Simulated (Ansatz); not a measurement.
An Ansatz (a program for electronic structure) run: Ge with a change (pressure −2 GPa); r2SCAN, PAW, 500 eV (Ansatz; spin-orbit coupling left out).

Input:

Ansatz 0.2 input:
```yaml
crystal:
  lattice:
    - [0, 2.8510707656, 2.8510707656]
    - [2.8510707656, 0, 2.8510707656]
    - [2.8510707656, 2.8510707656, 0]
  atoms:
    - { symbol: Ge, position: [0, 0, 0] }
    - { symbol: Ge, position: [0.25, 0.25, 0.25] }
basis: { ecutwfc: 500, ecutrho_ratio: 4, xc_grid: 4, fft_grid_basis: typed }
kpoints: { mp_grid: { grid: [10, 10, 10] } }
hamiltonian:
  xc: r2scan
  dispersion: none
  pseudopotentials: { kind: paw }
scf: { occupations: { method: fermi_dirac, width: 0.05 } }
relax: { f_tol: 0.01, max_steps: 60, cell: { stress_tol: 0.02, p_target: -2.0 } }
output: { forces: true, stress: true }
checkpoint: { write: state.ck, write_every: 1000 }
```

Output (explanatory and most iteration lines left out):

```
Relaxation: its limit of steps is 60 (relax.max_steps)
Pseudopotential: Ge, paw, valence charge 14
Crystal: 2 atoms, lattice volume = 46.350 Å³
Basis set: ecut = 500 eV, 1243 PW (Γ), exchange–correlation on 120×120×120 points (64 copies of the dense FFT grid, shifted against one another)
Bands: 18, of which v1, the nominal top of the filled ones, is band 14 counted from 1 (13 counted from 0)
Symmetry: 48 space group operations
Space group: Fd-3m (ITA 227), of the structure as read, at distance tolerance 3.6e-5 Å
k-points: 47 of 1000
Functional: x = r2scan, c = r2scan; τ floored in thin density (d = 2e-4 eV/Å³)
SCF iter   1: F=—  HF=-8605.801286 eV  |F-HF|=—  |Δ(HF+E_count)|=         —  Δρ=6.41e-3  dr2=5.93e-3  dr2_τ=4.12e-3  ethr=1.77e-3  ⟨swp⟩=6.0  Hψ=4008  notcnv=0
SCF iter   2: F=—  HF=-8605.809642 eV  |F-HF|=—  |Δ(HF+E_count)|=   8.36e-3  Δρ=1.33e-3  dr2=5.20e-4  dr2_τ=2.30e-5  ethr=2.12e-5  ⟨swp⟩=2.0  Hψ=2068  notcnv=0
SCF 1 converged in 6 iterations: F = -8605.809630 eV  dr2 = 1.04e-10
relax step   1: F+E_penalty+E_count = -8605.80963029 eV  Δ(F+E_penalty+E_count) = +0.000e0 eV  max|allowed force component| = 1.850e-17 eV/Å  Δτ_max = 0.0000 Å  P = -0.991 GPa  Ω = 46.350 Å³  (6 SCF iters, dr2 threshold 1.00e-7 eV, accepted)
[... steps on the carried basis left out ...]
relax step   4: F+E_penalty+E_count = -8605.80263546 eV  Δ(F+E_penalty+E_count) = -2.409e-4 eV  max|allowed force component| = 6.014e-17 eV/Å  Δτ_max = 0.0000 Å  P = -1.990 GPa  Ω = 47.098 Å³  stress off target by 1.02e-2 GPa  SCF on the basis re-selected at this cell (its energy is not comparable with the rows above)  (6 SCF iters)
SCF converged after 6 iterations
Free energy (F): -8605.802635 eV
Internal energy: -8605.802365 eV  (E = F + TS)
E sigma→0 (E₀):  -8605.802500 eV
Entropy (-TS):   -0.000271 eV (-0.135 meV/atom)
Fermi energy:    7.939462 eV
--- Forces (eV/Å), atoms counted from 1 ---
  atom   1  Ge     0.00000000    -0.00000000    -0.00000000
  atom   2  Ge     0.00000000     0.00000000     0.00000000
--- Stress (GPa, compression-positive) ---
       -1.989796       0.000000      -0.000000
        0.000000      -1.989796      -0.000000
       -0.000000       0.000000      -1.989796
  P = ⅓ Tr σ = -1.9898 GPa (-19.898 kbar)
--- Relaxed structure (3 steps of the walk, 3 accepted, 1 SCFs on fresh bases) ---
  cell:  # Å, volume = 47.0978 Å³
    - [1.990379700349841e-35, 2.8663127841853244, 2.8663127841853244]
    - [2.8663127841853244, 4.776911280839616e-34, 2.8663127841853244]
    - [2.8663127841853244, 2.8663127841853244, -2.5397244976463955e-34]
  atoms:
    - { symbol: Ge, position: [-8.461480164417681e-35, 6.772702418504797e-35, -1.143443265461849e-35] }
    - { symbol: Ge, position: [0.24999999999999997, 0.24999999999999997, 0.24999999999999997] }
```

Load acts through the strain it causes; cell and atoms are relaxed under it. Stability against distortions was not tested. The cell was made from Ge in the diamond structure (space group Fd-3m, No. 227) by this change: pressure −2 GPa.
